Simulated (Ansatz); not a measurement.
## MoRu (P-6m2): band-structure transport figures

Data:

```
MoRu
1.0
    2.73744     0.00000     0.00000
   -1.36872     2.37069     0.00000
    0.00000     0.00000     4.40440
Mo Ru
1 1
Direct
  0.66667   0.33333   0.00000
  0.33333   0.66667   0.50000
```

Calculation: PBEsol, rigid bands (plane waves, PAW, scalar-relativistic; Ansatz, a program for electronic structure). Geometry: cell and atoms relaxed with PBEsol.

* **density of states at the Fermi level**: 1.73 states/(eV·cell), both spins
* **bare Sommerfeld coefficient**: 2.0 mJ/(mol of atoms·K²)
* **Drude plasma energy**: 7.6 (x), 7.6 (y), 6.7 (z) eV
* **root-mean-square Fermi velocity**: 5.8e5 m/s
* **resistivity times τ**: 8.4 (x), 8.4 (y), 11.0 (z) ×10⁻²² Ω·m·s

A metal at this level (no band gap); rigid bands, thermally averaged at 300 K, both spins. Spin-orbit coupling is left out. τ is one relaxation time for all states.

Computed structure with no diffraction record at hand here (it may be known, metastable or hypothetical): MoRu (P-6m2).
